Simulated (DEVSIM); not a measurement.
System: Si/Ge p-n heterojunction, at 250 K.

Layer 1 from the left is Si, thickness (μm) 1.20, Na (cm⁻³) 2.1e17, τn (s) 2.3e-7, τp (s) 2.3e-7. Layer 2 from the left is Ge, thickness (μm) 0.320, Nd (cm⁻³) 7.6e16, τn (s) 2.3e-7, τp (s) 2.3e-7.

Left contact: ohmic. Right contact: ohmic. Voltage is applied to the left contact. Recombination: SRH at mid-gap, radiative. Mobility is constant in doping.

Constants are typed, rounded textbook-type inputs, not results; the design itself was drawn at random and stands for no fabricated device. Values at 300 K; Nc and Nv go as T^1.5, mobilities as T to minus their exponent, the gap by Varshni's rule with the affinity fixed.

Si: gap (eV) 1.124, affinity (eV) 4.05, permittivity 11.7, Nc (cm⁻³) 2.86e19, Nv (cm⁻³) 3.1e19, μn (cm²/Vs) 1417, μp (cm²/Vs) 470, T exponent of μn 2.3, T exponent of μp 2.2, B (cm³/s) 4.7e-15, Varshni α (eV/K) 0.000473, Varshni β (K) 636. Ge: gap (eV) 0.664, affinity (eV) 4, permittivity 16, Nc (cm⁻³) 1.04e19, Nv (cm⁻³) 6e18, μn (cm²/Vs) 3900, μp (cm²/Vs) 1900, T exponent of μn 1.66, T exponent of μp 2.33, B (cm³/s) 6.4e-14, Varshni α (eV/K) 0.000477, Varshni β (K) 235.

Simulated with DEVSIM: 1D drift-diffusion, Boltzmann statistics, complete ionisation; no tunnelling, impact ionisation, image-force lowering or self-heating. Band offsets follow the typed affinities; no thermionic-emission limit at abrupt steps, no polarisation charge.

### Question
What does the simulation give for the dark forward voltage at 1 A/cm², the dark forward voltage at 100 A/cm², the largest field in the device at zero bias, the potential step across the device at zero bias?

### Answer
dark forward voltage at 1 A/cm² 0.379 V; dark forward voltage at 100 A/cm² 0.592 V; largest field in the device at zero bias 160000 V/cm; potential step across the device at zero bias 0.984 V.
